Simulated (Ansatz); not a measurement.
# Cost against accuracy: kpoints.mp_grid.grid for ZnCu (Pm-3m, 2 atoms in the cell)

```
CELL_PARAMETERS angstrom
      2.89134     0.00000     0.00000
      0.00000     2.89134     0.00000
      0.00000     0.00000     2.89134
ATOMIC_POSITIONS crystal
  Zn 0.50000 0.50000 0.50000
  Cu 0.00000 0.00000 0.00000
```

Method: PBE (plane waves, PAW; Ansatz, a quantum-chemistry and plane-wave program).

Base settings: kpoints.mp_grid.grid = 8 8 8; hamiltonian.xc = pbe; hamiltonian.pseudopotentials = {kind: paw} (the program's default PAW files); scf.occupations.method = gaussian; scf.occupations.width = 0.1 eV.

Misses are taken against the tightest run, 28 28 28, which need not be fully converged itself. The energy is the free energy per atom.

The count of work is k-points × plane waves × bands × iterations; it is no time, and leaves out set-up, grids and terms that scale otherwise. 

The starting cell comes from a database of computed structures (which also holds hypothetical and non-ambient phases and stackings), without a prior relaxation at this level. Its lattice was rescaled by a random factor within 2.5 % of one. Spin polarisation is off. In the base run, with a pressure of about 11 GPa the cell is away from its equilibrium volume at this level. Ansatz's pressure includes its estimate of the finite-basis (Pulay) stress.

| kpoints.mp_grid.grid | energy less reference (meV/atom) | pressure less reference (GPa) | count of work / reference |
|---|---|---|---|
| 1 1 1 | 385.64 | 12.97 | 0.0022 |
| 2 2 2 | 62.16 | -4.18 | 0.0069 |
| 3 3 3 | 180.99 | 0.66 | 0.0059 |
| 4 4 4 | -28.26 | -0.86 | 0.015 |
| 8 8 8 | -3.04 | 0.33 | 0.051 |
| 11 11 11 | -2.82 | -0.16 | 0.082 |
| 13 13 13 | 1.58 | 0.01 | 0.12 |
| 15 15 15 | -0.34 | 0.04 | 0.18 |
| 18 18 18 | 0.25 | 0.08 | 0.32 |
| 22 22 22 | 0.29 | 0.02 | 0.54 |
| 28 28 28 | 0.00 | 0.00 | 1.0 |

Coarsest setting among those run that, with all tighter ones, holds the energy within 20 meV/atom of the reference: 8 8 8, off by 3.0 meV/atom; it needs 0.051 of the reference's count of work.

Coarsest setting among those run that, with all tighter ones, holds the energy within 1 meV/atom of the reference: 15 15 15, off by 0.34 meV/atom; it needs 0.18 of the reference's count of work.

The step from 8 8 8 to 15 15 15: it takes the miss in the energy from 3.0 to 0.34 meV/atom, for 3.4 times the count of work.

Keys are those of Ansatz 0.2.
